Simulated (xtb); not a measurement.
xtb 6.7.1, GFN2-xTB: Ge(H)3(iBu) triplet (CC(C)[CH2][GeH3]), charge 0, multiplicity 3, 17 atoms. The geometry is a generated start, not checked to be a minimum at this level.

* **method**: GFN2-xTB
* **--acc**: 1 (default)
* **--etemp (K)**: 300 (default)
* **detailed input (--input)**: none: ANC optimiser, Lindh (1995) Hessian, microcycle=20, maxdispl=1.0, hlow=0.01 (default)
* **basis functions**: 38
* **valence electrons**: 32

```xyz
17

Ge     1.8662     0.9115    -0.0135
C      0.5501    -0.1130     1.0451
C     -0.7839    -0.4286     0.3709
C     -0.6126    -1.5099    -0.6910
C     -1.3936     0.8275    -0.2410
H      3.1812     0.9105     0.7048
H      2.1277     0.3645    -1.3808
H      1.4788     2.3471    -0.1867
H      0.3670     0.4593     1.9598
H      1.0242    -1.0469     1.3598
H     -1.4722    -0.8094     1.1359
H      0.1143    -1.1930    -1.4355
H     -1.5552    -1.7069    -1.1964
H     -0.2662    -2.4360    -0.2433
H     -0.7954     1.1521    -1.0949
H     -1.4206     1.6356     0.4902
H     -2.4099     0.6357    -0.5834
```

Charge 0 and multiplicity 3 are set for this test and not shown to be the ground state. GFN-xTB has no spin term: --uhf 2 sets the occupations alone.

The structure is relaxed from this start with --opt LEVEL for the levels crude, sloppy, loose, lax, normal, tight, vtight, extreme, once each. Up to the end of the extreme run atoms move by at most 1.4 Å along an axis.

**Question.** Choose the cheapest level whose final energy lies within 20 meV of that of extreme.

**Answer.** loose: 32 cycles against 86, ending 8.2 meV above.

```csv
level,cycles,energy above the extreme run (meV),gradient norm (eV/Å)
crude,10,110,0.40
sloppy,13,92,0.18
loose,32,8.2,0.11
lax,37,4.5,0.073
normal,43,3.2,0.020
tight,70,0.14,0.018
vtight,84,under 0.01,0.0013
extreme,86,—,0.00090
```
